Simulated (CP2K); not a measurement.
Input and output of a self-consistent single point for a (001) slab of CsCaH3 (cut from a parent of space group no. 221; 10 atoms in the cell) (CP2K).

Level of theory: LDA (Pade form), GPW, DZVP-MOLOPT-SR-GTH basis, GTH-PADE potentials (GTH_POTENTIALS) in CP2K.

The change in words: vacuum of 6 angstrom (first run: 14 Å); SURFACE_DIPOLE_CORRECTION: default → T. Reference geometry:
```xyz
10
Lattice="4.5981 0.0000 0.0000 0.0000 4.5981 0.0000 0.0000 0.0000 20.8971" Properties=species:S:1:pos:R:3 pbc="T T T"
Cs     0.0000     0.0000     9.2990
Ca     2.2990     2.2990     7.0000
H      2.2990     0.0000     7.0000
H      0.0000     2.2990     7.0000
H      2.2990     2.2990     9.2990
Cs     0.0000     0.0000    13.8971
Ca     2.2990     2.2990    11.5981
H      2.2990     0.0000    11.5981
H      0.0000     2.2990    11.5981
H      2.2990     2.2990    13.8971
```

Reference input (self-consistent single point, DFT LDA (Pade form), GPW, DZVP-MOLOPT-SR-GTH basis, GTH-PADE potentials (GTH_POTENTIALS)): CUTOFF = 500 Ry; REL_CUTOFF = 40 Ry; SMEAR/METHOD = FERMI_DIRAC; ELECTRONIC_TEMPERATURE = 580.23 K; KPOINTS/SCHEME = MONKHORST-PACK 3 3 1; XC_FUNCTIONAL = PADE; Cs/BASIS_SET = DZVP-MOLOPT-SR-GTH-q9; Cs/POTENTIAL = GTH-PADE-q9; Ca/BASIS_SET = DZVP-MOLOPT-SR-GTH-q10; Ca/POTENTIAL = GTH-PADE-q10; H/BASIS_SET = DZVP-MOLOPT-SR-GTH-q1; H/POTENTIAL = GTH-PADE-q1. This run's input differs from it in these lines:

```diff
@@ -11,2 +11,4 @@
     POTENTIAL_FILE_NAME GTH_POTENTIALS
+    SURFACE_DIPOLE_CORRECTION T
+    SURF_DIP_DIR Z
     &QS
@@ -63,3 +65,3 @@
     &CELL
-      ABC 4.59808400 4.59808400 20.89709200
+      ABC 4.59808400 4.59808400 12.89708500
       ALPHA_BETA_GAMMA 90.00000000 90.00000000 90.00000000
@@ -69,12 +71,12 @@
       SCALED
-      Cs       0.00000000     0.00000000     0.44499000
-      Ca       0.50000000     0.50000000     0.33497500
-      H        0.50000000     0.00000000     0.33497500
-      H        0.00000000     0.50000000     0.33497500
-      H        0.50000000     0.50000000     0.44499000
-      Cs       0.00000000     0.00000000     0.66502500
-      Ca       0.50000000     0.50000000     0.55501000
-      H        0.50000000     0.00000000     0.55501000
-      H        0.00000000     0.50000000     0.55501000
-      H        0.50000000     0.50000000     0.66502500
+      Cs       0.00000000     0.00000000     0.41086800
+      Ca       0.50000000     0.50000000     0.23261100
+      H        0.50000000     0.00000000     0.23261100
+      H        0.00000000     0.50000000     0.23261100
+      H        0.50000000     0.50000000     0.41086800
+      Cs       0.00000000     0.00000000     0.76738900
+      Ca       0.50000000     0.50000000     0.58913200
+      H        0.50000000     0.00000000     0.58913200
+      H        0.00000000     0.50000000     0.58913200
+      H        0.50000000     0.50000000     0.76738900
     &END COORD
```

Log, with long lists cut:

```
 SCF WAVEFUNCTION OPTIMIZATION

  Step     Update method      Time    Convergence         Total energy    Change

 *******************************************************************************
 *   ___                                                                       *
 *  /   \                                                                      *
 * [ABORT]                                                                     *
 *  \___/       Dipole correction needs more vacuum space above the surface    *
 *    |                                                                        *
   [... lines left out ...]
 * / \                                                    surface_dipole.F:207 *
 *******************************************************************************

 ===== Routine Calling Stack =====

            9 calc_dipsurf_potential
            8 qs_ks_build_kohn_sham_matrix
            7 rebuild_ks_matrix
            6 qs_ks_update_qs_env
            5 scf_env_do_scf_inner_loop
            4 scf_env_do_scf
            3 qs_energies
            2 qs_forces
            1 CP2K
Abort(1) on node 0 (rank 0 in comm 0): application called MPI_Abort(MPI_COMM_WORLD, 1) - process 0
```

The program stopped with an error. 

The starting cell comes from a database of computed structures (which also holds hypothetical and non-ambient phases and stackings), without a prior relaxation at this level. The slab is cut from that crystal, and its faces are unrelaxed. Its lattice was rescaled by up to half a per cent. Values carry the incompleteness of an atom-centred basis.
